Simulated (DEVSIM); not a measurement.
Structure: Schottky contact on n-type In0.53Ga0.47As, at 250 K.

Layer 1 from the left is In0.53Ga0.47As, thickness (μm) 2.70, Nd (cm⁻³) 2.6e16, τn (s) 5.5e-9, τp (s) 5.5e-9.

Left contact: Schottky, work function 4.81 eV, emission velocity 7.4e6 cm/s. Right contact: ohmic. Voltage is applied to the left contact. Recombination: SRH at mid-gap, radiative. Mobility is constant in doping.

Constants are typed, rounded textbook-type inputs, not results; the design itself was drawn at random and stands for no fabricated device. Values at 300 K; Nc and Nv go as T^1.5, mobilities as T to minus their exponent, the gap by Varshni's rule with the affinity fixed.

In0.53Ga0.47As: gap (eV) 0.74, affinity (eV) 4.51, permittivity 13.9, Nc (cm⁻³) 2.1e17, Nv (cm⁻³) 7.7e18, μn (cm²/Vs) 12000, μp (cm²/Vs) 300, T exponent of μn 1.6, T exponent of μp 1.6, B (cm³/s) 9.6e-11, Varshni α (eV/K) 0.00035, Varshni β (K) 190.

Problem. Estimate by hand the built-in potential, the peak field at zero bias, the capacitance at -0.4 V, and compare with a numerical solution.

Solution. 
- Built-in potential: barrier φB = 0.300 eV; Vbi = φB − kT/q ln(N_band/N) = 0.261 V; numerical 0.261 V.
- Peak field at zero bias: depletion approximation: W = √(2εVbi/(qN)) = 0.124 μm with N = 2.60e16 cm⁻³; field = 2Vbi/W = 42000 V/cm; numerical 40100 V/cm (estimate above by 4.8 %).
- Capacitance at -0.4 V: C = √(qεN / 2(Vbi + |V|)) = 62.3 nF/cm²; numerical 63.3 nF/cm² (estimate below by 1.6 %).

Model (solved in DEVSIM): 1D drift-diffusion, Boltzmann statistics, complete ionisation; no tunnelling, impact ionisation, image-force lowering or self-heating. Metal contacts follow the ideal Schottky-Mott rule: no Fermi-level pinning, no interface dipoles.
